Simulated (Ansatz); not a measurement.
Cost and result by functional for the adsorption energy of CO on the 1x1 (111) surface of fcc Pt, one in a 2x2 cell, started at the site 'bridge Pt-Pt (span 2.8 Å)', in Ansatz (plane waves, PAW). Single points on the PBE structure, on one kind of machine; costs are rough ratios of the slab run's core time (references not counted) to the cheapest single point. r2SCAN's cost holds its higher cutoff (500 against 420 eV). Differences are taken against r2SCAN for comparison alone: no measured value is at hand, so the table doesn't rank accuracy.

Slab: 18 atoms, 6.9 Å thick at the start under the adsorbate (thin: gaps and levels are the slab's own); k 6x6x1, smearing 0.1 eV, dipole-corrected; 8 atoms held, the rest relaxed; start symmetry kept, larger cells not searched; no spin, no spin-orbit, no U, no dispersion correction. At the end it is bonded to 2 Pt. In PBE it is, or lies within 0.03 eV of, the lowest of the starts that converged. These notes are the PBE run's. Adsorption energies are against CO(g). A negative adsorption energy means that the adsorbate is more stable on the surface than in its reference.

```
functional                     relative cost  adsorption energy (eV)  less r2SCAN (eV)
-----------------------------  -------------  ----------------------  ----------------
RPBE                                       1                   -1.32              0.50
r2SCAN                                     2                   -1.82              0.00
PBE (the relaxed run's value)              –                   -1.67              0.15
```

The values span 0.50 eV, while the single points' costs differ by a factor of roughly 2. Differences are of unrounded values.

Ansatz is a first-principles code.
